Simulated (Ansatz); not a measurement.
We consider antifluorite Be2C, described by LC-ωPBE (PAW; Ansatz, a first-principles code).

Numerical settings: plane-wave cutoff 460 eV, 10×10×10 k mesh, Fermi–Dirac smearing 0.01 eV, scalar-relativistic PAW data made under PBE.

Properties against volume:

```tsv
V (Å³/atom)	P (GPa)	direct gap at Γ (eV)	smallest gap on the k mesh (eV)
6.236	12.98	10.057	6.589
6.400	6.36	9.994	6.556
6.564	0.43	9.932	6.524
6.707	-4.22	9.879	6.496
6.892	-9.66	9.811	6.460
```

The fundamental gap (6.52 eV at the equilibrium volume, on the SCF mesh) lies elsewhere than Γ–Γ.
